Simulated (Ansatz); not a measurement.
Response to strain in IrP3

Consider IrP₃ (space group Im-3, No. 204; a cell from a computed database, its experimental status unchecked).

```
CELL_PARAMETERS angstrom
     -4.00464     4.00464     4.00464
      4.00464    -4.00464     4.00464
      4.00464     4.00464    -4.00464
ATOMIC_POSITIONS crystal
  P  0.14019 0.78580 0.64561
  P  0.85981 0.21420 0.35439
  P  0.14019 0.49458 0.35439
  P  0.85981 0.50542 0.64561
  P  0.64561 0.14019 0.78580
  P  0.35439 0.85981 0.21420
  P  0.35439 0.14019 0.49458
  P  0.64561 0.85981 0.50542
  P  0.78580 0.64561 0.14019
  P  0.21420 0.35439 0.85981
  P  0.49458 0.35439 0.14019
  P  0.50542 0.64561 0.85981
  Ir 0.50000 0.00000 0.00000
  Ir 0.00000 0.50000 0.00000
  Ir 0.50000 0.50000 0.50000
  Ir 0.00000 0.00000 0.50000
```

Cartesian axes are those of the cell as printed.

Strains are applied to the cell and any free atomic positions relax; under biaxial strain the out-of-plane vector relaxes too; under stress the whole cell relaxes.

The values are results of PBEsol (Ansatz, a program for electronic structure, PAW, without spin-orbit coupling), not measurements.

Notes on the quantities. energy relative to the base: free energy F.

```csv
case,shortest interatomic distance,energy relative to the base,space group
base,2.246 Å,0 meV/atom,Im-3 (No. 204)
"biaxial strain −2.89 %, plane normal [110], relaxed out of plane",2.206 Å,+34 meV/atom,C2/m (No. 12)
uniaxial strain ε_yy = −1.91 %,…,+6.6 meV/atom,Immm (No. 71)
"uniaxial stress, 3 GPa compression along x",2.237 Å,…,Immm (No. 71)
```

Question: What belongs in the blanks?

Answer: 
- uniaxial strain ε_yy = −1.91 %, shortest interatomic distance: 2.224 Å
- uniaxial stress, 3 GPa compression along x, energy relative to the base: +1.5 meV/atom

A case with no gap was solved on a k-mesh chosen for an insulator, which is coarse for it. Beyond what the load breaks, stability against distortions was not tested. All final runs are without spin polarisation.
